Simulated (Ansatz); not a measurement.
**Y2N (model structure, started from the CdI2 type, P-3m1, No. 164, 3 atoms in the cell): lattice constant a by level of theory**

No measured value is used here.

```
level (code)     value (Å)
---------------  ---------
LDA (Ansatz)         3.427
PBE (Ansatz)         3.511
PBEsol (Ansatz)      3.464
r²SCAN (Ansatz)      3.514
```

Cutoffs differ between the levels. Ansatz's density-functional and Hartree–Fock values are scalar-relativistic unless marked +SOC, with PAW data made under PBE.

A model structure was made by putting elements into a prototype or built by hand; it is no filed structure, need not be a known phase, and can be a saddle point held by its symmetry.

Ansatz is a program for electronic structure.
